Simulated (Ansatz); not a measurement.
## Response to strain in Rh

Start from Rh in the fcc (Cu type) structure (space group Fm-3m, No. 225; relaxed with 0.1 eV smearing).

```
Rh
1.0
    0.00000     1.89079     1.89079
    1.89079     0.00000     1.89079
    1.89079     1.89079     0.00000
Rh
1
Cartesian
  0.00000   0.00000   0.00000
```

Cartesian axes are those of the cell as printed.

Strains are applied to the cell and any free atomic positions relax; under biaxial strain the out-of-plane vector relaxes too.

All numbers come from PBEsol in Ansatz (plane waves to 420 eV, PAW, scalar-relativistic without spin-orbit coupling).

```json
[
 {"biaxial strain, plane normal [111], relaxed out of plane (%)": "-2.5", "out-of-plane strain (%)": "1.40"},
 {"biaxial strain, plane normal [111], relaxed out of plane (%)": "-2.08", "out-of-plane strain (%)": "1.15"},
 {"biaxial strain, plane normal [111], relaxed out of plane (%)": "-1.67", "out-of-plane strain (%)": "?"},
 {"biaxial strain, plane normal [111], relaxed out of plane (%)": "-1.25", "out-of-plane strain (%)": "0.68"},
 {"biaxial strain, plane normal [111], relaxed out of plane (%)": "-0.83", "out-of-plane strain (%)": "0.45"},
 {"biaxial strain, plane normal [111], relaxed out of plane (%)": "-0.42", "out-of-plane strain (%)": "0.23"},
 {"biaxial strain, plane normal [111], relaxed out of plane (%)": "0", "out-of-plane strain (%)": "0.00"}
]
```

Problem. Fit ε⊥ = −νε + γε² (strains in %) to the rows shown and predict the withheld row.

Solution. Least squares on the printed values gives ν = 0.53 (the biaxial Poisson response) and γ = 0.011 (largest residual 0.00 %); this predicts 0.92 %, and the run gives 0.92 %, in agreement.

Stability against distortions was not tested. All final runs are without spin polarisation.

Ansatz is a quantum-chemistry and plane-wave program.
